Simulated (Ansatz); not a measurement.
The reference is Y in the hcp (Mg type) structure (space group P6_3/mmc, No. 194; a = 3.5943 Å, c = 5.6099 Å; relaxed with 0.1 eV smearing). Axes: x lies along a and z along c of the hexagonal cell.

Calculations: PBEsol (Ansatz, an electronic-structure program; PAW; 420 eV plane waves; no SOC).

For the base:

| Quantity | Result |
|---|---|
| Shortest interatomic distance | 3.489 Å |

The change: the cell is stretched by 1.00 % along z with no lateral relaxation; the atoms relax in the strained cell.

Predict the new stress.

The stress (xx, yy, zz, yz, xz, xy; compression positive) amounts to (-0.2, -0.2, -0.8, 0.0, 0.0, 0.0) GPa.

What happens to the energy relative to the base?

The energy rises by 0.8 meV/atom.

What does the calculation give for the shortest interatomic distance after the change?

The shortest interatomic distance goes up by 0.023 Å, from 3.489 Å to 3.512 Å.

Stability against distortions was not tested. All final runs are without spin polarisation.
